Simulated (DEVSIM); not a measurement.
Device: Si p-i-n diode, at 300 K.

Layer 1 from the left is Si, thickness (μm) 1.10, Na (cm⁻³) 1.5e17, τn (s) 5.1e-5, τp (s) 5.1e-5. Layer 2 from the left is Si, thickness (μm) 0.910, Nd (cm⁻³) 2.2e10, τn (s) 5.1e-5, τp (s) 5.1e-5. Layer 3 from the left is Si, thickness (μm) 0.520, Nd (cm⁻³) 3.6e17, τn (s) 5.1e-5, τp (s) 5.1e-5.

Left contact: ohmic. Right contact: ohmic. Voltage is applied to the left contact. Recombination: SRH at mid-gap, radiative, Auger. Mobility is μmin + (μ − μmin)/(1 + (N/Nref)^α).

This is a model device: material constants are rounded textbook-type values typed into the input, and sizes, dopings and lifetimes were drawn at random. Values at 300 K.

Si: gap (eV) 1.124, affinity (eV) 4.05, permittivity 11.7, Nc (cm⁻³) 2.86e19, Nv (cm⁻³) 3.1e19, μn (cm²/Vs) 1417, μp (cm²/Vs) 470, μn,min 52, μp,min 45, Nref,n 9.7e16, Nref,p 2.2e17, αn 0.68, αp 0.72, B (cm³/s) 4.7e-15, Cn (cm⁶/s) 2.8e-31, Cp (cm⁶/s) 9.9e-32.

Model (solved in DEVSIM): 1D drift-diffusion, Boltzmann statistics, complete ionisation; no tunnelling, impact ionisation, image-force lowering or self-heating.

What does the simulation give for the potential step across the device at zero bias, the dark forward voltage at 100 A/cm², the dark forward voltage at 1 A/cm²?

potential step across the device at zero bias 0.873 V; dark forward voltage at 100 A/cm² 0.753 V; dark forward voltage at 1 A/cm² 0.632 V.
